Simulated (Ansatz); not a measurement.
HfSi2 (model structure, started from the AlB2 type, P6/mmm, No. 191, 3 atoms in the cell), treated with LDA (PAW; Ansatz, an electronic-structure program).

Numerical settings: plane-wave cutoff 520 eV, 18×18×12 k mesh (along the axes of the cell as run), Fermi–Dirac smearing 0.05 eV, scalar-relativistic PAW data made under PBE.

Cell (relaxed at this level):

```cif
data_HfSi2
_chemical_formula_sum 'Hf1 Si2'
_space_group_name_H-M_alt 'P6/mmm'
_space_group_IT_number 191
_space_group_name_Hall '-P 6 2'
_cell_length_a 3.99479
_cell_length_b 3.99479
_cell_length_c 3.39218
_cell_angle_alpha 90.000
_cell_angle_beta 90.000
_cell_angle_gamma 120.000
loop_
_atom_site_label
_atom_site_type_symbol
_atom_site_symmetry_multiplicity
_atom_site_Wyckoff_symbol
_atom_site_fract_x
_atom_site_fract_y
_atom_site_fract_z
_atom_site_occupancy
Hf1 Hf 1 a 0.00000 0.00000 0.00000 1
Si1 Si 2 d 0.33333 0.66667 0.50000 1
```

**Question.** Give the computed bulk modulus B0.

**Answer.** 
- bulk modulus B0: 136 GPa

The run finds no gap.

Note: the bulk modulus is −V dP/dV from two relaxed cells at ±2 % in volume; the relaxation could raise the start's symmetry but not lower it, so the cell can be a saddle point.

Spin–orbit coupling is not included; it can open a gap where bands touch, and shift volumes and moduli.

Computed values are for the static lattice.

A model structure was made by putting elements into a prototype or built by hand; it is no filed structure, need not be a known phase, and can be a saddle point held by its symmetry.
